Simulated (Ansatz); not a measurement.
**Effort and miss along a sweep of basis.ecutwfc: NaLaC2O6 (Pmc2_1, 20 atoms in the cell)**

Cell: a = 5.1744 Å, b = 6.4528 Å, c = 7.2264 Å, α = 90.00°, β = 90.00°, γ = 90.00°.

Method of the run: PBEsol, default PAW files made with PBE (plane waves; Ansatz, an electronic-structure program).

Base settings: basis.ecutwfc = 30.9 Ry; kpoints.mp_grid.grid = 4 3 3; hamiltonian.xc = pbesol; hamiltonian.pseudopotentials = {kind: paw} (the program's default PAW files); scf.occupations.method = fixed.

Misses are taken against the tightest run, 61.7 Ry, which need not be fully converged itself. The energy is the free energy per atom.

The count of work is k-points × plane waves × bands × iterations; it is no time, and leaves out set-up, grids and terms that scale otherwise. 

Ansatz's pressure holds its estimate of the finite-basis (Pulay) stress, which hides part of the cutoff error; the uncorrected pressure shows it.

The starting cell comes from a database of computed structures (which also holds hypothetical and non-ambient phases and stackings), without a prior relaxation at this level. Its lattice was rescaled by a random factor within 2.5 % of one. Ansatz's pressure includes its estimate of the finite-basis (Pulay) stress.

| basis.ecutwfc | energy less reference (meV/atom) | pressure less reference (GPa) | largest difference in the force on any atom (eV/Å) | uncorrected pressure less reference (GPa) | count of work / reference |
|---|---|---|---|---|---|
| 12.5 Ry | 9317.64 | -6.67 | 1.406 | -315.44 | 0.10 |
| 15.4 Ry | 3760.09 | -0.57 | 0.723 | -168.37 | 0.14 |
| 18.4 Ry | 1343.46 | 0.91 | 0.414 | -77.47 | 0.16 |
| 21.7 Ry | 383.20 | 1.50 | 0.413 | -28.44 | 0.21 |
| 24.6 Ry | 111.00 | 0.43 | 0.155 | -10.29 | 0.25 |
| 27.9 Ry | 23.45 | 0.09 | 0.032 | -2.75 | 0.31 |
| 30.9 Ry | 5.20 | 0.02 | 0.008 | -0.65 | 0.36 |
| 35.6 Ry | 1.18 | 0.02 | 0.005 | 0.00 | 0.44 |
| 40.1 Ry | 0.84 | 0.01 | 0.004 | 0.01 | 0.52 |
| 46.3 Ry | 0.42 | 0.01 | 0.001 | 0.00 | 0.65 |
| 54 Ry | 0.21 | 0.00 | 0.000 | 0.01 | 0.82 |
| 61.7 Ry | 0.00 | 0.00 | 0.000 | 0.00 | 1.0 |

Coarsest setting among those run that, with all tighter ones, holds the energy within 20 meV/atom of the reference: 30.9 Ry, off by 5.2 meV/atom; it needs 0.36 of the reference's count of work.

Coarsest setting among those run that, with all tighter ones, holds the energy within 1 meV/atom of the reference: 40.1 Ry, off by 0.84 meV/atom; its saving against the reference is no more than about a factor of 2 in the count of work.

The step from 18.4 Ry to 54 Ry: it takes the miss in the energy from 1300 to 0.21 meV/atom, for 5.0 times the count of work.

Keys are those of Ansatz 0.2.
